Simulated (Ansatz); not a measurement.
Results of PBEsol+SOC (plane waves, PAW; Ansatz, a first-principles code) for Sb (Pm-3m, No. 221; start mp-133; another form than the element's usual one).

Input file:

Ansatz 0.2 input:
```yaml
crystal:
  lattice:
    - [3.0621695366, 0.0, 0.0]
    - [0.0, 3.0621695366, 0.0]
    - [0.0, 0.0, 3.0621695366]
  atoms:
    - { symbol: Sb, position: [0.0, 0.0, 0.0] }
basis:
  ecutwfc: 520
  ecutrho_ratio: 4
  xc_grid: 2
kpoints:
  mp_grid: { grid: [18, 18, 18] }
hamiltonian:
  xc: pbesol
  dispersion: none
  pseudopotentials: { azcp: { folder: ./paw }, kind: paw_fr }
scf:
  occupations: { method: fermi_dirac, width: 0.05 }
  convergence: { dr2_threshold: 0.0000000001 }
output:
  forces: false
  stress: true
  eigenvalues: true
magnetization:
  noncollinear: true
  spin_orbit: true
```

Excerpt of the program's output:

```
Crystal: 1 atoms, lattice volume = 28.714 Å³
Basis set: ecut = 520 eV, 751 PW (Γ), exchange–correlation on 48×48×48 points (8 copies of the dense FFT grid, shifted against one another)
Bands: 24, of which v1, the nominal top of the filled ones, is band 15 counted from 1 (14 counted from 0)
Symmetry: 48 space group operations + 48 with time reversal
k-points: 220 of 5832
Initial density: superposition of atomic densities (chi_scale 0.1, normalization cell)
Functional: x = pbesol(κ = 0.804, μ = 0.12345679012345678), c = pbesol(β = 0.046)
SCF 1 converged in 8 iterations: F = -6410.494087 eV  dr2 = 6.99e-12
SCF converged after 8 iterations
Free energy (F): -6410.494087 eV
Internal energy: -6410.489157 eV  (E = F + TS)
E sigma→0 (E₀):  -6410.491622 eV
Fermi energy:    10.651588 eV
--- Stress (GPa, compression-positive) ---
        0.107872      -0.000000       0.000000
        0.000000       0.107872       0.000000
        0.000000       0.000000       0.107872
  P = ⅓ Tr σ = 0.1079 GPa (1.079 kbar)
```

The PAW data were made under PBE.

Cost on a shared machine: very roughly 12 core-seconds.

A start named mp-… is a Materials Project structure, which can be a computed phase never made.
